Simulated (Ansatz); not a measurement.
Consider Ru in the hcp (Mg type) structure (space group P6_3/mmc, No. 194; a = 2.704 Å, c = 4.263 Å; relaxed with 0.1 eV smearing). Axes: x lies along a and z along c of the hexagonal cell.

Computed with r2SCAN/PAW in Ansatz (a program for electronic structure), spin-orbit coupling left out.

Before the change:

| Item | Value |
|---|---|
| Pressure | 0.0 GPa |
| Shortest interatomic distance | 2.642 Å |

Modification: uniaxial strain ε_xx = +0.50 %, all other strain components held at zero, atoms relaxed at fixed cell.

### Question
How does this affect the pressure, energy relative to the base and shortest interatomic distance?

### Answer
The pressure (mean of the normal stresses, compression positive) goes from zero to -1.6 GPa; the energy increases by 0.6 meV/atom; the shortest interatomic distance is nearly the same (2.642 Å against 2.643 Å).

No phonon test of stability was made. All final runs are without spin polarisation.
